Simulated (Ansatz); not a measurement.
Cost and result by functional for the adsorption energy of NH3 on the 1x1 (110) surface of zinc-blende GaAs (cut with top plane As + Ga), one in a 2x1 cell, started at the site 'top Ga', in Ansatz (plane waves, PAW). Single points on the PBE structure, on one kind of machine; costs are rough ratios of the slab run's core time (references not counted) to the cheapest single point. r2SCAN's cost holds its higher cutoff (500 against 420 eV). Differences are taken against HSE06 for comparison alone: no measured value is at hand, so the table doesn't rank accuracy. HSE06 ran on a coarser k-mesh, which lowers its cost and may carry part of its shift.

Host crystal: zinc-blende GaAs, with a band gap (PBE, scalar-relativistic without spin-orbit coupling).

Set-up: 24 atoms, 8.6 Å thick at the start under the adsorbate (thin: gaps and levels are the slab's own); mesh 3x4x1; 0.01 eV smearing; dipole correction on; 8 atoms held, the rest relaxed; no symmetry held; no spin, no spin-orbit, no U, no dispersion correction. At the end it is bonded to Ga. In PBE it is, or lies within 0.03 eV of, the lowest of the starts that converged. These notes are the PBE run's. Adsorption energies are against NH3(g). A negative adsorption energy means that the adsorbate is more stable on the surface than in its reference.

```json
[
 {"functional": "RPBE", "relative cost": "1", "adsorption energy (eV)": "-0.69", "less HSE06 (eV)": "0.36"},
 {"functional": "r2SCAN", "relative cost": "2", "adsorption energy (eV)": "-1.16", "less HSE06 (eV)": "-0.11"},
 {"functional": "HSE06", "relative cost": "40", "adsorption energy (eV)": "-1.05", "less HSE06 (eV)": "0.00"},
 {"functional": "PBE (the relaxed run's value)", "relative cost": "–", "adsorption energy (eV)": "-0.94", "less HSE06 (eV)": "0.11"}
]
```

The values span 0.47 eV, while the single points' costs differ by a factor of roughly 40. Differences are of unrounded values.

Ansatz is a quantum-chemistry and plane-wave program.
